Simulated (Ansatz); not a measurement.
MgSe: pressure series

Base system: MgSe in the rock salt structure (space group Fm-3m, No. 225; a = 5.508 Å).

Cell and atoms are relaxed at each pressure.

All numbers come from PBE (Ansatz, a program for electronic structure, PAW, scalar-relativistic without spin-orbit coupling), earlier PAW set.

Two rows of this table had their results exchanged by mistake.

| pressure | volume per atom (Å³) | shortest distance (Å) | band gap |
|---|---|---|---|
| pressure −2 GPa | 21.65 | 2.787 | 1.71 eV |
| pressure −1 GPa | 18.89 | 2.663 | 1.94 eV |
| pressure 0.3 GPa | 20.79 | 2.750 | 1.78 eV |
| pressure 0.7 GPa | 20.66 | 2.744 | 1.79 eV |
| pressure 1.5 GPa | 20.40 | 2.733 | 1.81 eV |
| pressure 3 GPa | 19.97 | 2.713 | 1.85 eV |
| pressure 5 GPa | 19.45 | 2.689 | 1.89 eV |
| pressure 7.5 GPa | 21.25 | 2.770 | 1.74 eV |
| pressure 10 GPa | 18.40 | 2.640 | 1.98 eV |

Question: Which two?

Answer: The rows for pressure −1 GPa and pressure 7.5 GPa: the volume has to fall steadily with pressure, so 21.25 Å³ belongs to pressure −1 GPa and 18.89 Å³ to pressure 7.5 GPa.

Load acts through the strain it causes; cell and atoms are relaxed under it. Stability against distortions was not tested. Competing high-pressure phases were not computed.
